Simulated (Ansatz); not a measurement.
Density of states of SiC (F-43m) above the conduction band minimum, Ansatz (an electronic-structure program) with PBEsol, rigid bands; cell volume 20.7 Å³.

(energy from edge (eV), 10⁻³ states/eV/cell): (0.006, 6.01); (0.031, 13.9); (0.056, 18.9); (0.081, 22.9); (0.106, 26.4); (0.131, 29.8); (0.156, 33.2); (0.181, 35.9); (0.206, 39.0); (0.231, 41.6); (0.256, 44.4); (0.281, 46.9); (0.319, 50.9); (0.344, 53.7); (0.369, 55.9); (0.394, 58.7); (0.419, 61.7); (0.444, 64.2); (0.469, 66.7); (0.494, 69.1); (0.519, 71.8); (0.544, 74.3); (0.569, 76.8); (0.594, 80.0)

What effective density of states at 300 K does this give (∫ g(E) exp(−E/k_BT) dE, both spins, divided by the cell's size)?

1.4e19 cm⁻³, a density-of-states mass of 0.68 mₑ, valleys and band degeneracy included.

Spin-orbit coupling is left out. Geometry: cell and atoms relaxed with PBEsol.
